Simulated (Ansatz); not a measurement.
**Re, element substitutions**

Take Re in the hcp (Mg type) structure (space group P6_3/mmc, No. 194; a = 2.758 Å, c = 4.463 Å) as the base.

Each row replaces one element on all its sites; cell and atoms are relaxed.

The values are results of r2SCAN in Ansatz (plane waves to 500 eV, PAW, no SOC), not measurements.

| case | c/a ratio | shortest interatomic distance | density |
|---|---|---|---|
| base | 1.618 | 2.741 Å | 21.04 g/cm³ |
| Re → W | 1.799 | 2.756 Å | 18.72 g/cm³ |
| Re → Ta | … | … | … |
| Re → Ti | 1.579 | 2.872 Å | 4.59 g/cm³ |

Problem. Complete the table.

Solution. 
- Re → Ta, c/a ratio: 1.773
- Re → Ta, shortest interatomic distance: 2.887 Å
- Re → Ta, density: 16.26 g/cm³

No phonon test of stability was made. For W and Ta in this form, whether it has been made was not checked. All final runs are without spin polarisation. This is not the structure that W has at room temperature and ambient pressure. This is not the structure that Ta has at room temperature and ambient pressure.

Ansatz is an electronic-structure program.
